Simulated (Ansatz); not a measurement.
Base system: HfC in the rock salt structure (space group Fm-3m, No. 225; a = 4.651 Å; relaxed with 0.1 eV smearing).

Calculations: PBE in Ansatz (plane waves to 420 eV, PAW, no spin-orbit coupling).

Before the change:

The pressure is 0.0 GPa and the band gap comes out as zero.

Now apply this change: every lattice vector is shortened by 1.50 %; the atoms relax in the strained cell.

Task: What does the calculation give for the pressure, energy relative to the base and band gap after the change?

Result: The pressure goes from zero to 11.6 GPa; the energy rises by 19 meV/atom; the band gap is still zero.

Stability against distortions was not tested. The final runs are not spin-polarised.

Ansatz is a first-principles code.
